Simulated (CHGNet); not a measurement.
AlB2-type TiB2

Level of theory: the machine-learned potential CHGNet 0.3.0 (trained on PBE and PBE+U data).

Cell (relaxed at this level):

```cif
data_B2Ti
_chemical_formula_sum 'Ti1 B2'
_space_group_name_H-M_alt 'P 1'
_space_group_IT_number 1
_cell_length_a 3.03454
_cell_length_b 3.03454
_cell_length_c 3.21843
_cell_angle_alpha 90.000
_cell_angle_beta 90.000
_cell_angle_gamma 120.000
loop_
_space_group_symop_operation_xyz
  'x, y, z'
loop_
_atom_site_label
_atom_site_type_symbol
_atom_site_fract_x
_atom_site_fract_y
_atom_site_fract_z
_atom_site_occupancy
Ti1 Ti 0.00000 0.00000 0.00000 1
B1 B 0.66667 0.33333 0.50000 1
B2 B 0.33333 0.66667 0.50000 1
```

- lattice parameter a = 3.035 Å
- lattice parameter c = 3.218 Å

Measured, for comparison: lattice constant a 3.029 Å, lattice parameter c 3.229 Å (293 K, no zero-point or thermal correction; as tabulated in R. G. Munro, J. Res. NIST 105, 709 (2000), Material Properties of Titanium …). Computed (rounded) less measured: lattice constant a +0.2 %, lattice parameter c -0.3 %. A static lattice is as a rule a little smaller and stiffer than an uncorrected measurement, which narrows the difference in the lattice parameter c and would widen misses of the other sign.

A machine-learned potential is trained on density-functional data: it inherits that level's misses and adds fitting errors of its own.
